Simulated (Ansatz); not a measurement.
# Hypothetical wurtzite InSb, pressure series

Start from InSb in the wurtzite structure (space group P6_3mc, No. 186; a hypothetical phase, not in the database extracts checked).

```xyz
4
Lattice="4.5969 0.0000 0.0000 -2.2985 3.9810 0.0000 0.0000 0.0000 7.5648" Properties=species:S:1:pos:R:3 pbc="T T T"
In     2.2985     1.3270     7.5623
In     0.0000     2.6540     3.7799
Sb     2.2985     1.3270     4.7320
Sb     0.0000     2.6540     0.9496
```

Cell and atoms are relaxed at each pressure.

Level of theory: PBEsol (Ansatz, a program for electronic structure), without spin-orbit coupling.

```
pressure (GPa)  volume per atom (Å³/atom)
--------------  -------------------------
-1                                 35.485
0                                  34.610
0.3                                34.373
0.7                                34.071
1.5                                33.501
3                                       ?
5                                  31.513
7.5                                30.416
10                                 29.490
```

Q: Fit the third-order Birch–Murnaghan form P(V) = (3B₀/2)[(V₀/V)^(7/3) − (V₀/V)^(5/3)]·[1 + (3/4)(B₀′ − 4)((V₀/V)^(2/3) − 1)] (squares taken in P) to the rows shown and predict the withheld row.

A: Least squares on the printed values gives V₀ = 34.612 Å³/atom, B₀ = 42.7 GPa, B₀′ = 4.7; this predicts 32.568 Å³/atom, and the run gives 32.568 Å³/atom, in agreement.

Load acts through the strain it causes; cell and atoms are relaxed under it. Whether these cells are dynamically stable was not tested. No other phases were tried under pressure. All final runs are without spin polarisation.
